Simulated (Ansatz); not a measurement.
System: BeS (model structure, started from the rocksalt type, Fm-3m, No. 225, 2 atoms in the cell). Method: r²SCAN0 (Ansatz, an electronic-structure program, plane waves, PAW).

From the output:

```
WARN output.stress: scf.exx.energy_threshold = 1e-6 eV is looser than the 2e-8 eV advised for a stress under a hybrid functional (1e-8 eV for each atom of the …
Crystal: 2 atoms, lattice volume = 24.173 Å³
Basis set: ecut = 520 eV, 645 PW (Γ), exchange–correlation on 75×75×75 points (27 copies of the dense FFT grid, shifted against one another)
Bands: 8, of which v1, the nominal top of the filled ones, is band 4 counted from 1 (3 counted from 0)
Symmetry: 48 space group operations
Space group: Fm-3m (ITA 225), of the structure as read, at distance tolerance 2.9e-5 Å
k-points: 47 of 1000
Functional: x = r2scan, c = r2scan; τ floored in thin density (d = 2e-4 eV/Å³), warm-up for x = 0.75 r2scan + 0.25 exact, c = r2scan; τ floored in thin density (d = 2e-4 eV/Å³)
SCF iter   1: F=—  HF=-1000.252251 eV  |F-HF|=—  |Δ(HF+E_count)|=         —  Δρ=6.14e-3  dr2=8.57e-3  dr2_τ=2.13e-2
SCF iter   2: F=—  HF=-1000.349908 eV  |F-HF|=—  |Δ(HF+E_count)|=   9.77e-2  Δρ=4.12e-3  dr2=3.90e-3  dr2_τ=3.04e-5
  ...
Crystal: 2 atoms, lattice volume = 24.173 Å³
Initial density: handed on by an earlier stage of this run
Functional: x = 0.75 r2scan + 0.25 exact, c = r2scan; τ floored in thin density (d = 2e-4 eV/Å³)
Crystal: 2 atoms, lattice volume = 24.173 Å³
SCF iter   2: F=—  HF=-1000.161965 eV  |F-HF|=—  |Δ(HF+E_count)|=   4.19e-9  Δρ=4.32e-6  dr2=2.63e-9  dr2_τ=2.08e-10
SCF iter   3: F=-1000.161965 eV  HF=-1000.161965 eV  |F-HF|=1.46e-11  |Δ(HF+E_count)|=   5.30e-9  Δρ=1.02e-6  dr2=1.74e-10  dr2_τ=3.58e-11
SCF 3 converged in 3 iterations: F = -1000.161965 eV  dr2 = 1.74e-10
Free energy (F): -1000.161965 eV
Internal energy: -1000.161965 eV  (E = F + TS)
E sigma→0 (E₀):  -1000.161965 eV
Fermi energy:    8.737780 eV
--- Stress (GPa, compression-positive) ---
        2.356492      -0.000000       0.000000
        0.000000       2.356492       0.000000
        0.000000       0.000000       2.356492
  P = ⅓ Tr σ = 2.3565 GPa (23.565 kbar)
```

Task: Write an input file that could have produced this run (the log leaves some choices open).

Result: Several could match; the one computed here: 
Ansatz 0.2 input:
```yaml
crystal:
  lattice:
    - [0.0, 2.2949152318, 2.2949152318]
    - [2.2949152318, 0.0, 2.2949152318]
    - [2.2949152318, 2.2949152318, 0.0]
  atoms:
    - { symbol: S, position: [0.0, 0.0, 0.0] }
    - { symbol: Be, position: [0.5, 0.5, 0.5] }
basis:
  ecutwfc: 520
  ecutrho_ratio: 4
  xc_grid: 3
kpoints:
  mp_grid: { grid: [10, 10, 10] }
  band_path: { path: [[0, 0, 0], [0.0, 0.148438, -0.148437]], npoints: 1 }
hamiltonian:
  xc: r2scan0
  dispersion: none
  pseudopotentials: { kind: paw }
scf:
  occupations: { method: fermi_dirac, width: 0.01 }
  convergence: { dr2_threshold: 0.0000000002 }
output:
  forces: true
  stress: true
  eigenvalues: true
  write_bands: true
```

The PAW data were made under PBE.

Note: the relaxation could raise the start's symmetry but not lower it, so the cell can be a saddle point. Note: cell and atoms aren't relaxed at this level (pressure 2.4 GPa).

A model structure was made by putting elements into a prototype or built by hand; it is no filed structure, need not be a known phase, and can be a saddle point held by its symmetry.
